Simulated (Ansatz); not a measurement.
Li on the 1x1 (10-10) surface of wurtzite ZnO (cut with top plane O + Zn), one in a 1x1 cell, energies for each (17.4 Å²). Energies are against an atom of bcc Li, without zero-point or thermal terms; each row is named by its start (#2, #3: further inequivalent places of a kind).

Host crystal: wurtzite ZnO, with a band gap (PBE, scalar-relativistic without spin-orbit coupling).

Level of theory: PBE (plane waves to 420 eV, PAW; Ansatz, an electronic-structure program).

Set-up: 17 atoms, 9.4 Å thick at the start under the adsorbate (thin: gaps and levels are the slab's own); mesh 6x4x1; 0.01 eV smearing; dipole correction on; 8 atoms held, the rest relaxed; each run with such symmetry as its start has; spin-polarised, no spin-orbit, no U, no dispersion correction.

A negative adsorption energy means that the adsorbate is more stable on the surface than in its reference. Starts that drift may end in the same place. Heights count from the host atoms within 0.3 Å of the top one.

```csv
starting site,E_ads (eV),height (Å),nearest host atom (Å),bonded to,change of the vacuum step (eV),lateral drift (Å),moment (μB)
top O,-0.44,1.56,O 1.76,O,-1.88,0.9,0.1
top Zn,-0.44,1.56,O 1.76,O,-1.89,2.6,0.1
top Zn #2,-0.62,1.20,O 1.98,2 O + 3 Zn,-1.95,0.6,0.1
over O at depth 0.9 Å,-0.62,1.20,O 1.98,2 O + 3 Zn,-1.96,2.6,0.1
hollow O-O-Zn-Zn-Zn,-0.62,1.20,O 1.98,2 O + 3 Zn,-1.98,1.1,0.1
hollow beside O,-0.62,1.20,O 1.98,2 O + 3 Zn,-1.96,1.0,0.1
bridge Zn-Zn (span 3.3 Å),-0.62,1.20,O 1.98,2 O + 3 Zn,-1.96,1.8,0.1
bridge Zn-Zn (span 3.3 Å) #2,-0.62,1.20,O 1.98,2 O + 3 Zn,-1.94,2.2,0.1
```
